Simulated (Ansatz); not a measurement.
**Pt3Ga (Pm-3m, No. 221, 4 atoms in the cell; start mp-11407)**

The numbers are results of LDA in Ansatz (plane waves, PAW), not measurements.

Numerical settings: plane-wave cutoff 520 eV, 14×14×14 k mesh, Fermi–Dirac smearing 0.05 eV, scalar-relativistic PAW data made under PBE.

Cell (relaxed at this level):

```cif
data_GaPt3
_chemical_formula_sum 'Ga1 Pt3'
_space_group_name_H-M_alt 'P 1'
_space_group_IT_number 1
_cell_length_a 3.86372
_cell_length_b 3.86372
_cell_length_c 3.86372
_cell_angle_alpha 90.000
_cell_angle_beta 90.000
_cell_angle_gamma 90.000
loop_
_space_group_symop_operation_xyz
  'x, y, z'
loop_
_atom_site_label
_atom_site_type_symbol
_atom_site_fract_x
_atom_site_fract_y
_atom_site_fract_z
_atom_site_occupancy
Ga1 Ga 0.00000 0.00000 0.00000 1
Pt1 Pt 0.00000 0.50000 0.50000 1
Pt2 Pt 0.50000 0.00000 0.50000 1
Pt3 Pt 0.50000 0.50000 0.00000 1
```

| Property | Result |
|---|---|
| band gap | none |
| bulk modulus | 266 GPa |

Note: the relaxation could not lower the start's symmetry, so the cell can be a saddle point above a distorted one; the bulk modulus is −V dP/dV from two relaxed cells at ±2 % in volume.

Spin–orbit coupling is not included.

The computed numbers hold no vibrational or temperature effects.

A start named mp-… is a Materials Project structure, which need not be a measured phase.

Ansatz is a quantum-chemistry and plane-wave program.
